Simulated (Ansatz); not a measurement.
Ansatz (a first-principles code) is run on MgZn2O3 (P-3m1, 6 atoms in the cell), and the run fails. The aim is a self-consistent single point with DFT, PBEsol, plane waves, default PAW files made with PBE.

Cell that was meant: a = 3.0883 Å, b = 3.0883 Å, c = 7.5392 Å, α = 90.00°, β = 90.00°, γ = 120.00°.

Part of the input:

Ansatz 0.2 input:
```yaml
  pseudopotentials: { kind: paw }
scf:
  occupations: { method: fixed }
  max_iter: 3
output:
  forces: true
  eigenvalues: true
```

Log, with long lists cut:

```
SCF iter   1: F=—  HF=-10159.541940 eV  |F-HF|=—  |Δ(HF+E_count)|=         —  Δρ=1.61e-2  dr2=1.33e-1  ethr=1.77e-3  ⟨swp⟩=6.8  Hψ=15986  notcnv=0
all-band conjugate gradients solve this SCF's bands
preconditioner: auto → Resta (q_TF=auto, 2.648 Å⁻¹)
SCF iter   2: F=—  HF=-10159.506020 eV  |F-HF|=—  |Δ(HF+E_count)|=   3.59e-2  Δρ=2.46e-3  dr2=2.07e-3  ethr=2.55e-4  ⟨swp⟩=5.1  Hψ=10268  notcnv=0
SCF iter   3: F=—  HF=-10159.505822 eV  |F-HF|=—  |Δ(HF+E_count)|=   1.98e-4  Δρ=1.22e-3  dr2=8.49e-4  ethr=3.98e-6  ⟨swp⟩=3.1  Hψ=7044  notcnv=0
Error: did not converge after 3 iterations: dr2 = 8.49e-4 (threshold 1.00e-7), under the density mixer `msr1`, which `scf.mixing.algorithm: auto` chose by the deck's other keys (type `scf.mixing.algorithm: msr1` to keep it); at k-index 0, counted from 0 in this SCF's own list of k-points, the highest band that the last eigensolve's fill by count filled, 8.231925 eV, and the lowest that it left empty, 9.678183 eV, lay 1.446e0 eV apart, the closest at any k-point: where those lie closer than the levels still move from one iteration to the next, and no symmetry of the run holds them equal, such a fill need not settle, and opposed starting moments at zero total moment, or else a [...]
```

Q: What caused this, and what should be changed?

A: The fault is an iteration limit that is too low. The loop is cut before its threshold is met, so whatever is printed at the end is not self-consistent. To fix it, raise the limit, or leave it to the default. The run ended unconverged after 3 iterations.

The sound input it was made from differs as follows (other fixes are possible):
```diff
-  max_iter: 3
```

With that input, the run converged in 8 iterations: free energy E − TS (on the zero of these files) -10159.5057 eV; top of the valence band (on the code's own zero) 8.21 eV; gap on the k-point mesh 1.45 eV; pressure -11.89 GPa; largest force (vector length) 0.167 eV/Å (DFT, PBEsol, plane waves, default PAW files made with PBE).

On the sound input: the starting cell comes from a database of computed structures (which also holds hypothetical and non-ambient phases and stackings), without a prior relaxation at this level. Its lattice was rescaled by a random factor within 2.5 % of one. With a pressure of about -12 GPa the cell is away from its equilibrium volume at this level. Ansatz's pressure includes its estimate of the finite-basis (Pulay) stress. Without the estimate this run gives -12.63 GPa.
